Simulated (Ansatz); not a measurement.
## Nb4AlC3 (space group P6_3/mmc, No. 194; a cell from a computed database, its experimental status unchecked)

```cif
data_C6Al2Nb8
_chemical_formula_sum 'Al2 Nb8 C6'
_space_group_name_H-M_alt 'P63/mmc'
_space_group_IT_number 194
_space_group_name_Hall '-P 6c 2c'
_cell_length_a 3.12112
_cell_length_b 3.12112
_cell_length_c 24.13703
_cell_angle_alpha 90.000
_cell_angle_beta 90.000
_cell_angle_gamma 120.000
loop_
_atom_site_label
_atom_site_type_symbol
_atom_site_symmetry_multiplicity
_atom_site_Wyckoff_symbol
_atom_site_fract_x
_atom_site_fract_y
_atom_site_fract_z
_atom_site_occupancy
Al1 Al 2 c 0.33333 0.66667 0.25000 1
Nb1 Nb 4 e 0.00000 0.00000 0.15681 1
Nb2 Nb 4 f 0.33333 0.66667 0.05501 1
C1 C 4 f 0.66667 0.33333 0.10828 1
C2 C 2 a 0.00000 0.00000 0.00000 1
```

The values are results of Kohn–Sham DFT with the PBEsol functional, run in Ansatz (an electronic-structure program) with PAW and 420 eV plane waves, no SOC, not measurements. Γ-centred 14×14×2 mesh, Fermi–Dirac width 0.05 eV.

| Quantity | Result |
|---|---|
| Volume per atom | 12.73 Å³ |
| Density | 7.09 g/cm³ |
| Band gap | zero |
| Total energy | -2406.443 eV/atom (σ→0; compares only within this code and set-up) |

No phonon test of stability was made. The final runs are not spin-polarised.
